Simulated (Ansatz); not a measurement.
System: ScGeCN (model structure, started from the AlSiCN type, P3m1, No. 156, 4 atoms in the cell). Method: r²SCAN in Ansatz (PAW).

Settings: plane-wave cutoff 560 eV, 12×12×6 k mesh (along the axes of the cell as run), Fermi–Dirac smearing 0.01 eV, scalar-relativistic PAW data made under PBE.

Cell (relaxed at this level):

```
CELL_PARAMETERS angstrom
      3.38517     0.00000     0.00000
     -1.69259     2.93164     0.00000
      0.00000     0.00000     5.32866
ATOMIC_POSITIONS crystal
  Sc 0.33333 0.66667 0.52501
  Ge 0.66667 0.33333 0.99762
  C  0.33333 0.66667 0.09301
  N  0.66667 0.33333 0.63436
```

Question: Predict the band gap, direct gap at Γ and bulk modulus B0.

Answer: 
* **band gap**: 2.60 eV (on the SCF k mesh)
* **direct gap at Γ**: 2.99 eV
* **bulk modulus B0**: 152 GPa

Note: the bulk modulus is −V dP/dV from two relaxed cells at ±2 % in volume; the relaxation could raise the start's symmetry but not lower it, so the cell can be a saddle point.

Spin–orbit coupling is not included.

Static lattice: no zero-point or thermal effects.

Cost on a shared machine: about 4 core-minutes (a rough figure).

A model structure was made by putting elements into a prototype or built by hand; it is no filed structure, need not be a known phase, and can be a saddle point held by its symmetry.

Ansatz is a quantum-chemistry and plane-wave program.
